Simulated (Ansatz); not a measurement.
Input:

```
ZrC
1.0
    0.00000     2.33454     2.29952
    2.33454     0.00000     2.29952
    2.33454     2.33454     0.00000
Zr C
1 1
Direct
  0.00000   0.00000   0.00000
  0.50000   0.50000   0.50000
```

No spin polarisation.

The values are results of PBEsol in Ansatz (plane waves to 420 eV, PAW, scalar-relativistic without spin-orbit coupling), not measurements. Γ-centred 21×21×21 mesh, Fermi–Dirac width 0.1 eV.

Predict the stress and band gap.

The stress (xx, yy, zz, yz, xz, xy; compression positive) is (1.6, 1.6, 8.1, 0.0, 0.0, 0.0) GPa and the band gap is zero.

The cells carry an imposed strain or load. Stability against distortions was not tested. The final runs are not spin-polarised. The cell was made from ZrC in the rock salt structure (space group Fm-3m, No. 225) by this change: uniaxial strain ε_zz = −1.50 %.

Ansatz is a quantum-chemistry and plane-wave program.
